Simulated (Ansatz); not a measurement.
**Zn₄Te₃S (model structure, P-4m2, No. 115, 8 atoms in the cell)**

These are r²SCAN+SOC in Ansatz (plane waves, PAW) values and carry that method's errors.

Settings: plane-wave cutoff 560 eV, 8×8×4 k mesh (along the axes of the cell as run), Fermi–Dirac smearing 0.01 eV, PAW data made under PBE.

Cell (relaxed with PBEsol):

```yaml
crystal:
  lattice:
    - [4.17701, 0.00000, 0.00000]
    - [0.00000, 4.17701, 0.00000]
    - [0.00000, 0.00000, 11.70944]
  atoms:
    - { symbol: Zn, position: [0.00000, 0.00000, 0.01312] }
    - { symbol: S, position: [0.50000, 0.00000, 0.11456] }
    - { symbol: Zn, position: [0.50000, 0.50000, 0.21600] }
    - { symbol: Te, position: [0.00000, 0.50000, 0.34888] }
    - { symbol: Zn, position: [0.00000, 0.00000, 0.48136] }
    - { symbol: Te, position: [0.50000, 0.00000, 0.61456] }
    - { symbol: Zn, position: [0.50000, 0.50000, 0.74776] }
    - { symbol: Te, position: [0.00000, 0.50000, 0.88024] }
```

| Quantity | Result |
|---|---|
| band gap | 1.41 eV (direct) |

Note: the relaxation could raise the start's symmetry but not lower it, so the cell can be a saddle point; cell and atoms aren't relaxed at this level (pressure 1.3 GPa).

Computed values are for the static lattice.

Cost on a shared machine: around 18 core-minutes (rough).

A model structure was made by putting elements into a prototype or built by hand; it is no filed structure, need not be a known phase, and can be a saddle point held by its symmetry.

Ansatz is an electronic-structure program.
